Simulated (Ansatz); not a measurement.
The starting structures come from a database of crystals and need not be the phases stable at ambient conditions.

By PBEsol, the system below comes out a metal.

A figure of merit of an interconnect metal is its ballistic conductance per area.

Input:

```
CELL_PARAMETERS angstrom
      2.92789     0.00000     0.00000
     -0.97596     2.76044     0.00000
      0.97596     1.38022     2.39061
ATOMIC_POSITIONS crystal
  Au 0.00000 0.00000 0.00000
```

Space group of this cell: Im-3m, bcc (W type). The cell is strained (all lengths scaled by 1.02); by PBEsol its mean pressure is -15.0 GPa.

The current flows along the normal of the first two printed cell vectors, the (110) plane of the conventional cell. No spin-orbit coupling; the value is a mean over 0.1 eV about the Fermi level.

State the ballistic conductance per area according to PBEsol run with Ansatz (a first-principles code).

0.81 × 10¹⁵ S/m² for both spins.
